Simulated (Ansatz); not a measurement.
Au (within 0.1 Å of P6₃/mmc, No. 194, 2 atoms in the cell; start mp-1008634; another form than the element's usual one), treated with r²SCAN (Ansatz, an electronic-structure program, plane waves, PAW).

Numerical settings: plane-wave cutoff 560 eV, 22×22×12 k mesh (along the axes of the cell as run), Fermi–Dirac smearing 0.05 eV, scalar-relativistic PAW data made under PBE.

Cell (relaxed at this level):

```
CELL_PARAMETERS angstrom
      1.44520    -2.50627     0.00000
      1.44520     2.50627     0.00000
      0.00000     0.00000     4.85616
ATOMIC_POSITIONS crystal
  Au 0.66644 0.33356 0.75000
  Au 0.33356 0.66644 0.25000
```

### Question
Estimate the bulk modulus B0 that the calculation returns.

### Answer

- bulk modulus B0 = 151 GPa

The run finds no gap.

Note: the bulk modulus is −V dP/dV from two relaxed cells at ±2 % in volume.

Spin–orbit coupling is not included; it can shift volumes and moduli of such heavy elements.

Computed values are for the static lattice.

A start named mp-… is a Materials Project structure, which need not be a measured phase.
